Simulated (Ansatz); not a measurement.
For GaP (model structure, started from the NiAs type, P6₃/mmc, No. 194, 4 atoms in the cell), LDA in Ansatz (plane waves, PAW) gives:

```
Item                                   Value
------------------------------  ------------
equilibrium lattice constant a       3.529 Å
lattice parameter c                  6.033 Å
cohesive energy                 3.95 eV/atom
```

**Question.** What does r²SCAN+rVV10 (Ansatz, a program for electronic structure, PAW) give for the same quantities?

**Answer.** 
- lattice constant a: 3.583 Å (increases by 1.5 %)
- lattice parameter c: 6.030 Å (is nearly the same)
- cohesive energy: 3.30 eV/atom (decreases by 0.65 eV/atom)

Changes are worked out from the printed values.

Unless a cell is named, each level is at its own relaxed cell (LDA 16.26, r²SCAN+rVV10 16.76 Å³/atom).

Ansatz's density-functional and Hartree–Fock values are scalar-relativistic unless marked +SOC, with PAW data made under PBE.

A model structure was made by putting elements into a prototype or built by hand; it is no filed structure, need not be a known phase, and can be a saddle point held by its symmetry.
